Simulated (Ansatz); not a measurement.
Effect of Ti interstitial (started 1.66 Å from the nearest host atom) on TiN

Consider a 16-atom supercell of TiN in the rock salt structure (space group Fm-3m, No. 225; a = 4.247 Å) at its relaxed geometry.

Perturbation: a neutral Ti interstitial (started 1.66 Å from the nearest host atom), atoms relaxed at fixed cell, starting from a slightly rattled geometry.

Computed with Ansatz (a quantum-chemistry and plane-wave program) PBE, no spin-orbit coupling, earlier PAW set. k-mesh 7×7×7 (Γ-centred); smearing 0.05 eV (Fermi–Dirac).

| quantity | base | changed | shift |
|---|---|---|---|
| pressure | 0.0 GPa | 39.6 GPa | +39.6 GPa |
| largest displacement of a host atom from its site in the perfect cell | – | 0.48 Å | – |
| final site of the added atom | – | 4 N at 1.89–2.05 Å (tetrahedral) | – |

In so small a cell the defect repeats every few ångströms: this is an ordered compound, not a dilute defect. The final runs are not spin-polarised. An odd electron count without spin: TiN. The defect cell is not spin-polarised.
